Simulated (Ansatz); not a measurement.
Start from BeS in the zinc blende structure (space group F-43m, No. 216; a = 4.838 Å). Axes: x, y, z lie along the cube axes.

Method: PBEsol in Ansatz (plane waves to 420 eV, PAW, no SOC).

Base values:

The smallest direct gap is 5.54 eV, the band gap is 2.91 eV and the valence-band top at Γ is 0.00, 0.00, 0.00 eV.

Modification: a pure shear with ε_xy = ε_yx = -0.0092, atoms relaxed at fixed cell.

**Question.** Predict the new energy relative to the base, smallest direct gap, band gap, valence-band top at Γ and stress.

**Answer.** The energy goes up by 1.2 meV/atom; the smallest direct gap shrinks by 0.17 eV, from 5.54 eV to 5.37 eV; the band gap falls by 0.09 eV, from 2.91 eV to 2.82 eV; the valence-band top at Γ (three highest levels, from the VBM) changes from 0.00, 0.00, 0.00 eV to 0.00, -0.08, -0.15 eV; the stress (xx, yy, zz, yz, xz, xy; compression positive) amounts to (0.03, 0.03, 0.00, 0.00, 0.00, 1.53) GPa.

The cells carry an imposed strain or load. Whether these cells are dynamically stable was not tested.

Ansatz is an electronic-structure program.
